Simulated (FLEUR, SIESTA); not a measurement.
A SIESTA input for a self-consistent single point of Ir (Fm-3m, 1 atom in the cell) (DFT, GGA PBEsol, numerical atomic orbitals DZP, PseudoDojo PBEsol standard norm-conserving potentials (rewritten from UPF to PSML)):

```
# files in the folder: Ir.psml (PseudoDojo PBEsol standard)
SystemName  Ir
SystemLabel siesta

NumberOfAtoms                1
NumberOfSpecies              1
%block ChemicalSpeciesLabel
  1 77 Ir
%endblock ChemicalSpeciesLabel
LatticeConstant              1.0 Bohr
%block LatticeVectors
     0.000000000    3.628274159    3.628274159
     3.628274159    0.000000000    3.628274159
     3.628274159    3.628274159    0.000000000
%endblock LatticeVectors
AtomicCoordinatesFormat      Ang
%block AtomicCoordinatesAndAtomicSpecies
     0.000000000    0.000000000    0.000000000  1
%endblock AtomicCoordinatesAndAtomicSpecies

XC.functional                GGA
XC.authors                   PBEsol
PAO.BasisSize                DZP
PAO.EnergyShift              0.005 Ry
MeshCutoff                   350 Ry
%block kgrid.MonkhorstPack
   10   0   0  0.0
    0  10   0  0.0
    0   0  10  0.0
%endblock kgrid.MonkhorstPack
OccupationFunction           FD
ElectronicTemperature        100.0 meV

MaxSCFIterations             150
SCF.Mixer.Method             Broyden
SCF.Mixer.Weight             0.2
SCF.Mixer.History            6
SCF.DM.Tolerance             1.0E-05
Diag.ParallelOverK           true
WriteForces                  true
Charge.Mulliken              end
```

### Question
Write the same calculation as an input for FLEUR.

### Answer
One input that does it (others would too):

Input of the input generator:

```
Ir
&input film=f /
-0.0000000000 0.7071067812 0.7071067812
0.7071067812 -0.0000000000 0.7071067812
0.7071067812 0.7071067812 -0.0000000000
5.1311545241
1.0 1.0 1.0

1
77 0.0000000000 0.0000000000 0.0000000000

&comp jspins=1 /
&exco xctyp='PBEs' /
&kpt div1=10 div2=10 div3=10 gamma=t /
&end /
```

```xml
<?xml version="1.0" encoding="UTF-8" standalone="no"?>
<fleurInput fleurInputVersion="0.39">
   <comment>
      Ir                                                                                                  
   </comment>
   <calculationSetup>
      <cutoffs Kmax="4.2" Gmax="16.8" GmaxXC="16.8" numbands="0"/>
      <scfLoop itmax="60" minDistance="0.00001" maxIterBroyd="15" imix="Anderson" alpha="0.05" precondParam="0.0" spinf="2.0"/>
      <coreElectrons ctail="T" frcor="F" kcrel="0" coretail_lmax="0"/>
      <xcFunctional name="PBEs" relativisticCorrections="F"/>
      <magnetism jspins="1"/>
      <soc l_soc="F" theta="0.0" phi="0.0" spav="F"/>
      <expertModes spex="0" secvar="F"/>
      <geometryOptimization l_f="T" forcealpha="1.0" forcemix="BFGS" epsdisp="0.00001" epsforce="0.00001"/>
      <ldaU l_linMix="F" mixParam="0.05" spinf="1.0"/>
   </calculationSetup>
   <cell>
      <bzIntegration valenceElectrons="15.0" mode="hist" fermiSmearingEnergy="0.00367493">
         <kPointListSelection listName="default-1"/>
         <!-- k-points included here -->
         <xi:include xmlns:xi="http://www.w3.org/2001/XInclude" href="kpts.xml"> </xi:include>
      </bzIntegration>
      <!-- symmetry operations included here -->
      <xi:include xmlns:xi="http://www.w3.org/2001/XInclude" href="sym.xml"> </xi:include>
      <bulkLattice scale="1.0">
         <bravaisMatrix>
            <row-1>    0.0000000000000000     3.6282741593761694     3.6282741593761694</row-1>
            <row-2>    3.6282741593761694     0.0000000000000000     3.6282741593761694</row-2>
            <row-3>    3.6282741593761694     3.6282741593761694     0.0000000000000000</row-3>
         </bravaisMatrix>
      </bulkLattice>
   </cell>
   <atomSpecies>
      <species name="Iridium (Ir)" element="Ir" atomicNumber="77">
         <mtSphere radius="2.40" gridPoints="827" logIncrement="0.016"/>
         <atomicCutoffs lmax="10" lnonsphr="8"/>
         <electronConfig flipSpins="F">
            <coreConfig>(1s1/2) (2s1/2) (2p1/2) (2p3/2) (3s1/2) (3p1/2) (3p3/2) (4s1/2) (3d3/2) (3d5/2) (4p1/2) (4p3/2) (5s1/2) (4d3/2) (4d5/2) (4f5/2) (4f7/2)</coreConfig>
            <valenceConfig>(5p1/2) (5p3/2) (6s1/2) (5d3/2) (5d5/2)</valenceConfig>
            <stateOccupation state="(5d3/2)" spinUp="1.4" spinDown="1.4"/>
            <stateOccupation state="(5d5/2)" spinUp="2.1" spinDown="2.1"/>
         </electronConfig>
         <energyParameters s="6" p="6" d="5" f="5"/>
         <lo type="SCLO" l="1" n="5" eDeriv="0"/>
      </species>
   </atomSpecies>
   <atomGroups>
      <atomGroup species="Iridium (Ir)">
         <relPos label="                   1">.0000000000 .0000000000 .0000000000</relPos>
         <force calculate="T" relaxXYZ="TTT"/>
      </atomGroup>
   </atomGroups>
   <output dos="F" band="F" slice="F">
      <checks vchk="F" cdinf="F"/>
      <bandDOS minEnergy="-.5*Htr" maxEnergy="0.5*Htr" sigma="0.015" storeEVData="T"/>
      <vacuumDOS vacdos="F" integ="F" star="F" nstars="0" locx1="0.0" locy1="0.0" locx2="0.0" locy2="0.0" nstm="0" tworkf="0.0"/>
      <unfoldingBand unfoldBand="F" supercellX="1" supercellY="1" supercellZ="1"/>
      <plotting iplot="0" polar="F">
         <plot TwoD="T" vec1="  1.0  0.0  0.0" vec2="  0.0  1.0  0.0" vec3="  0.0  0.0  1.0" zero="  0.0  0.0  0.0" file="plot"/>
      </plotting>
      <chargeDensitySlicing numkpt="0" minEigenval="0.0" maxEigenval="0.0" nnne="0" pallst="F"/>
      <specialOutput eonly="F"/>
      <magneticCircularDichroism mcd="F" energyLo="-10.0" energyUp="0.0"/>
   </output>
  <!-- We include the file relax.xml here to enable relaxations (see documentation) -->
  <xi:include xmlns:xi="http://www.w3.org/2001/XInclude" href="relax.xml"> <xi:fallback/> </xi:include>
</fleurInput>
```

Basis, cutoffs, solver keys and any potentials are the target program's own. This input uses DFT, PBEsol, all-electron FLAPW (FLEUR), scalar-relativistic valence.

The starting cell has typed, rounded lattice constants, without a prior relaxation at this level.
